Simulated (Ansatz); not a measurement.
## MoSeS (P-3m1, No. 164, 6 atoms in the cell; start mp-1221404)

All values below come from r²SCAN+rVV10 (plane waves, PAW; Ansatz, a quantum-chemistry and plane-wave program).

Run with plane-wave cutoff 560 eV, 12×12×4 k mesh (along the axes of the cell as run), Fermi–Dirac smearing 0.01 eV, no spin polarisation, scalar-relativistic PAW data made under PBE.

Cell (relaxed at this level):

```
CELL_PARAMETERS angstrom
      3.24150     0.00000     0.00000
     -1.62075     2.80722     0.00000
      0.00000     0.00000    12.87353
ATOMIC_POSITIONS crystal
  Mo 0.00000 0.00000 0.26247
  Mo 0.00000 0.00000 0.73753
  Se 0.66667 0.33333 0.86878
  Se 0.33333 0.66667 0.13122
  S  0.33333 0.66667 0.38058
  S  0.66667 0.33333 0.61942
```

```
Quantity                        Value
--------  ---------------------------
band gap  0.88 eV (on the SCF k mesh)
Γ–Γ gap                       2.19 eV
```

Note: the relaxation could not lower the start's symmetry, so the cell can be a saddle point above a distorted one.

Spin–orbit coupling is not included.

The computed numbers hold no vibrational or temperature effects.

It cost very roughly 9 core-minutes of CPU time.

A start named mp-… is a Materials Project structure, which need not be a measured phase.
